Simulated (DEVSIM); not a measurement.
System: Au/AlN/p-Ge capacitor, at 300 K.

```
layer (left to right)  material  thickness (nm)  Na (cm⁻³)
---------------------  --------  --------------  ---------
1                           AlN            7.00          -
2                            Ge            2600     5.2e16
```

Metal gate on the left, work function 5.1 eV. Fixed charge at the semiconductor interface 3.6e10 cm⁻² (in units of +e); no interface traps.

This is a model device: material constants are rounded textbook-type values typed into the input, and sizes, dopings and lifetimes were drawn at random. Values at 300 K.

| parameter | AlN | Ge |
|---|---|---|
| gap (eV) | 6.1 | 0.664 |
| affinity (eV) | 1.9 | 4 |
| permittivity | 8.5 | 16 |
| Nc (cm⁻³) | - | 1.04e19 |
| Nv (cm⁻³) | - | 6e18 |

Simulated with DEVSIM: 1D Poisson equation in equilibrium, Boltzmann statistics, complete ionisation; no quantum confinement or tunnelling. Metal contacts follow the ideal Schottky-Mott rule: no Fermi-level pinning, no interface dipoles.

Task: Give the band bending (positive: bands bend down) and minority sheet density.

Result: 
| Vg (V) | ψs (V) | minority carriers (cm⁻²) |
|---|---|---|
| 0.2 | -0.121 | < 1e8 |
| 0.35 | -0.088 | < 1e8 |
| 0.5 | -0.030 | < 1e8 |
| 0.65 | 0.067 | < 1e8 |
| 0.8 | 0.189 | < 1e8 |
| 0.95 | 0.319 | 9.0e8 |
| 1.1 | 0.443 | 8.2e10 |
| 1.25 | 0.506 | 6.3e11 |
| 1.4 | 0.536 | 1.4e12 |
